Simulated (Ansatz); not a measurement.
```yaml
crystal:
  lattice:
    - [2.79278, 0.00000, 0.00000]
    - [-1.39639, 2.48063, 0.00000]
    - [0.00000, 0.00000, 4.53728]
  atoms:
    - { symbol: Ti, position: [0.65925, 0.31850, 0.75000] }
    - { symbol: Ti, position: [0.34075, 0.68150, 0.25000] }
```

No spin polarisation.

The values are results of Ansatz (an electronic-structure program), LDA, PAW, cutoff 420 eV, spin-orbit coupling left out, not measurements. k-mesh 23×23×13 (Γ-centred); smearing 0.1 eV (Fermi–Dirac).

Problem. Estimate the band gap.

Solution. Zero.

Problem. Estimate the stress (xx, yy, zz, yz, xz, xy; compression positive).

Solution. (4.5, 2.9, 2.3, 0.0, 0.0, 0.0) GPa.

The cells carry an imposed strain or load. No phonon test of stability was made. All final runs are without spin polarisation. The cell was made from Ti in the hcp (Mg type) structure (space group P6_3/mmc, No. 194) by this change: uniaxial strain ε_xx = −2.50 %.
